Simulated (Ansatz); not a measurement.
Start from SiS2 (space group Ibam, No. 72; a = 6.366 Å, b = 11.127 Å, c = 5.593 Å; made of chains).

Levels (all Ansatz, a quantum-chemistry and plane-wave program, PAW): PBE (420 eV, no SOC); r2SCAN (500 eV, no spin-orbit coupling).

The geometry is relaxed with PBE.

| Item | Value |
|---|---|
| PBE band gap | 3.10 eV |
| PBE smallest direct gap | 3.42 eV |
| PBE pressure | 0.00 GPa |

Question: How does going to r2SCAN change the band gap, smallest direct gap and pressure?

Answer: The band gap goes up by 0.416 eV to 3.51 eV; the smallest direct gap goes up by 0.433 eV (3.42 eV → 3.86 eV); the pressure goes from zero to -1.31 GPa.

Single points use the geometry relaxed with PBE. Their cutoffs differ, which shifts pressures a little. No phonon test of stability was made. No dispersion term is included, though the crystal is made of layers, chains or molecules, so its spacings can come out too wide.
